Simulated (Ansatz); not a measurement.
Start from Bi2Te3 in the Bi2Te3 type structure (space group R-3m, No. 166; a = 4.396 Å, c = 31.389 Å (hexagonal axes)). Axes: x lies along a and z along c of the hexagonal cell.

Structures relaxed with r2SCAN+rVV10/PAW in Ansatz (a program for electronic structure), scalar-relativistic without spin-orbit coupling, earlier PAW set.

Base:

Simulated powder pattern, Co Kα, λ = 1.79026 Å (kinematic, ideal powder, no thermal factors, no anomalous dispersion; the 10 strongest lines at most, above 2 %, up to 2θ = 90°):

```tsv
2θ (°)	I/Imax (%)	hkl
9.82	9.0	(003)
19.70	11	(006)
31.92	100	(015)
43.38	37	(1 0 10)
48.07	35	(110)
58.87	19	(205)
66.73	11	(0 2 10)
72.41	13	(1 1 15)
79.33	17	(125)
86.38	12	(2 1 10)
```

One thing is altered: uniaxial strain ε_yy = −3.61 %, all other strain components held at zero; the atoms relax in the strained cell.

**Question.** Predict the new powder pattern.

**Answer.** 
Simulated powder pattern, Co Kα, λ = 1.79026 Å (kinematic, ideal powder, no thermal factors, no anomalous dispersion; the 10 strongest lines at most, above 2 %, up to 2θ = 90°):

```csv
2θ (°),d (Å),I/Imax (%),hkl
9.82,10.463,11,(003)
19.70,5.231,15,(006)
32.15,3.233,100,(1 0 -5)
32.83,3.168,49,(015)
43.56,2.412,40,(1 0 10)
44.08,2.385,18,(0 1 -10)
48.07,2.198,18,(2 -1 0)
49.52,2.137,33,(110)
59.43,1.806,19,(205)
73.54,1.495,14,(1 1 15)
```

The indices refer to the base's conventional cell; one index is shown for lines that coincide. The space group is now C2/m (No. 12).

Stability against distortions was not tested.
